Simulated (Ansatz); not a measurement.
Consider SiO2 in the rutile structure (space group P4_2/mnm, No. 136).

```
SiO2
1.0
    4.18475     0.00000     0.00000
    0.00000     4.18475     0.00000
    0.00000     0.00000     2.66845
Si O
2 4
Direct
  0.50000   0.50000   0.50000
  0.00000   0.00000   0.00000
  0.80610   0.80610   0.50000
  0.30610   0.69390   0.00000
  0.69390   0.30610   0.00000
  0.19390   0.19390   0.50000
```

Levels (all Ansatz, an electronic-structure program, PAW, earlier PAW set): r2SCAN (500 eV, no spin-orbit coupling); HSE06 (420 eV, no spin-orbit coupling).

The geometry is relaxed with r2SCAN.

```
Quantity          Result
---------------  -------
r2SCAN band gap  6.53 eV
```

**Question.** How does going to HSE06 change the band gap?

**Answer.** The band gap increases by 1.14 eV (6.53 eV → 7.67 eV).

Single points use the geometry relaxed with r2SCAN. No phonon test of stability was made.
